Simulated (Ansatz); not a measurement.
A short convergence ladder for ZrSeS (P3m1, 3 atoms in the cell)

```
ZrSeS
1.0
    3.76127     0.00000     0.00000
   -1.88064     3.25736     0.00000
    0.00000     0.00000     6.25352
Zr Se S
1 1 1
Direct
  0.00000   0.00000   0.02050
  0.66667   0.33333   0.75338
  0.33333   0.66667   0.23411
```

Base method: LDA (PW92), default PAW files made with PBE (plane waves; Ansatz, an electronic-structure program).

Base settings: basis.ecutwfc = 420 eV; kpoints.mp_grid.grid = 8 8 4; hamiltonian.xc = lda; hamiltonian.pseudopotentials = {kind: paw} (the program's default PAW files); scf.occupations.method = fermi_dirac; scf.occupations.width = 0.02 eV.

**The width of Fermi-Dirac smearing**

The mesh stays at the base's, so the ladder's end is converged at best in this setting alone.

Only quantities that move along the ladder and can be compared are tabulated.

```tsv
scf.occupations.width	free energy less the last step's (meV/atom)	pressure (GPa)	largest difference of a force vector from the last step's (eV/Å)
1 eV	-719.77	-0.39	0.879
0.5 eV	-109.25	-4.27	0.277
0.2 eV	-4.65	-5.00	0.037
0.1 eV	0.00	-5.01	0.000
```

Widest scf.occupations.width that holds the forces within 0.02 eV/Å: not settled: the last two steps still differ by 0.037 eV/Å, over half the tolerance, so the ladder does not show it.

Widest scf.occupations.width that holds the pressure within 0.1 GPa of the last step, with all finer ones: 0.2 eV; the step before is off by 0.74 GPa.

Widest scf.occupations.width that holds the free energy within 5 meV/atom: not settled: the last two steps still differ by 4.6 meV/atom, over half the tolerance, so the ladder does not show it.

On the base run: the starting cell comes from a database of computed structures (which also holds hypothetical and non-ambient phases and stackings), without a prior relaxation at this level. Its lattice was rescaled by up to half a per cent. One atom was moved a little off its site on purpose. In the base run, with a pressure of about -5 GPa the cell is away from its equilibrium volume at this level. Ansatz's pressure includes its estimate of the finite-basis (Pulay) stress.

Keys are those of Ansatz 0.2.
